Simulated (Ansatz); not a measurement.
Adsorption energy and surface dipole of O on the 1x1 (110) surface of bcc Ta, one in a 1x1 cell, started at the site 'hollow Ta-Ta-Ta', worked from the runs' numbers; total energies count from the potentials' own zero.

Level of theory: PBE (plane waves to 420 eV, PAW; Ansatz, a quantum-chemistry and plane-wave program).

Slab: 5 atoms, 6.8 Å thick at the start under the adsorbate (thin: gaps and levels are the slab's own); k 10x10x1, smearing 0.1 eV, dipole-corrected; 2 atoms held, the rest relaxed; held to the start's symmetry, so lower structures may exist; no spin, no spin-orbit, no U, no dispersion correction. At the end it is bonded to 3 Ta. In PBE it is, or lies within 0.03 eV of, the lowest of the starts that converged.

| quantity | value |
|---|---|
| slab with the adsorbate | -40296.097 eV |
| clean slab, same cell and mesh | -39726.723 eV |
| reference, ½ O2(g) | -564.968 eV |
| area of the cell | 7.79 Å² |
| change of the step from the bottom to the top vacuum level | 0.932 eV |

Question: What is the adsorption energy against this reference?

Answer: E(slab + adsorbate) − E(slab) − E(reference) = -4.41 eV, so in this state the adsorbate is more stable than in the reference, at a coverage of 12.84 a nm².

Question: What dipole does adsorption add to the slab along the outward normal (Helmholtz relation, ε₀ = 0.005526 e/(V·Å))?

Answer: p = −ε₀·A·ΔV = -0.040 e·Å = -0.19 D; its negative end points to the vacuum, which raises the vacuum level.
